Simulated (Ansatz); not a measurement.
The parent structure is NaI in the rock salt structure (space group Fm-3m, No. 225; a = 6.4021 Å). Axes: x, y, z lie along the cube axes.

Calculations: DFT with PBEsol, PAW potentials and a 420 eV plane-wave cutoff in Ansatz (a quantum-chemistry and plane-wave program), spin-orbit coupling left out.

Strains are applied to the cell and any free atomic positions relax; under biaxial strain the out-of-plane vector relaxes too.

One change was made to it. Results:

The band gap is nearly the same (3.60 eV against 3.59 eV); the pressure (mean of the normal stresses, compression positive) grows by 0.23 GPa (0.01 GPa → 0.24 GPa).

Which of these changes matches the shifts?
A) biaxial strain −2.50 %, plane normal [111], relaxed out of plane
B) biaxial strain +0.83 %, plane normal [111], relaxed out of plane
C) biaxial strain −1.25 %, plane normal [111], relaxed out of plane
D) biaxial strain +1.25 %, plane normal [111], relaxed out of plane
E) biaxial strain +0.42 %, plane normal [111], relaxed out of plane

C, biaxial strain −1.25 %, plane normal [111], relaxed out of plane. For comparison, the pressure in the other runs: biaxial strain +0.42 %, plane normal [111], relaxed out of plane gives -0.07 GPa; biaxial strain +1.25 %, plane normal [111], relaxed out of plane gives -0.21 GPa; biaxial strain +0.83 %, plane normal [111], relaxed out of plane gives -0.14 GPa; biaxial strain −2.50 %, plane normal [111], relaxed out of plane gives 0.49 GPa.

Spin-orbit coupling, missing from the scalar runs, can matter with I. Stability against distortions was not tested.
